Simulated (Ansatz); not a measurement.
**Point defect Ge_Si in 4H silicon carbide**

These are PBE, PAW (plane waves to 420 eV; Ansatz, a quantum-chemistry and plane-wave program) values and carry that method's errors. A 3×2×1 supercell of 96 sites was used; the energies come from a 2×2×2 shifted sampling of its zone. Site at the start: the Si(k) site. Energies of charged states are corrected for periodic images (point charge plus alignment at distant sites). Dielectric constants: PBE linear response of the host. Host gap at this level: 2.23 eV. Finite-size and sampling errors can reach tenths of an eV here. The semilocal functional narrows the gap, so deep levels can fall outside it. Spin–orbit coupling is left out. Each state is the lowest found from its start.

```csv
charge,moment (μB),largest move off a lattice site (Å),image correction with alignment (eV)
+1*,quenched,0.07,–
0,not spin-polarised,0.08,0.00
−1*,fractional,0.08,–
```

* At this level the carrier isn't localised at the defect: at charge +1 holes occupy the valence band; at charge −1 electrons occupy the conduction band. Such a state is shallow or no state of the defect, and this cell gives it no level.

Starting moments that weren't kept: charge +1 began with 1 μB and ended with 0.0.

No other site or start that was run ended lower by more than 0.1 eV.

Flagged in the runs: a host whose relaxation on this sampling wasn't shown to rest.
